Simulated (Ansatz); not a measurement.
The reference is KMgF3 in the cubic perovskite structure (space group Pm-3m, No. 221; a = 3.9913 Å). Axes: x, y, z lie along the cube axes.

All numbers come from PBEsol/PAW in Ansatz (an electronic-structure program), scalar-relativistic without spin-orbit coupling.

Strains are applied to the cell and any free atomic positions relax; under biaxial strain the out-of-plane vector relaxes too.

One change was made to it. Results:

The smallest direct gap goes up by 0.18 eV to 7.62 eV; the pressure (mean of the normal stresses, compression positive) grows by 2.056 GPa, from 0.01 GPa to 2.06 GPa.

Q: What was done to the base?
A. biaxial strain −2.40 %, plane normal [001], relaxed out of plane
B. biaxial strain −1.80 %, plane normal [001], relaxed out of plane
C. biaxial strain −0.60 %, plane normal [001], relaxed out of plane
D. biaxial strain −1.20 %, plane normal [001], relaxed out of plane
E. biaxial strain −3.00 %, plane normal [001], relaxed out of plane

A: B, biaxial strain −1.80 %, plane normal [001], relaxed out of plane. For comparison, the smallest direct gap in the other runs: biaxial strain −0.60 %, plane normal [001], relaxed out of plane gives 7.50 eV; biaxial strain −1.20 %, plane normal [001], relaxed out of plane gives 7.56 eV; biaxial strain −2.40 %, plane normal [001], relaxed out of plane gives 7.68 eV; biaxial strain −3.00 %, plane normal [001], relaxed out of plane gives 7.74 eV.

Whether these cells are dynamically stable was not tested.
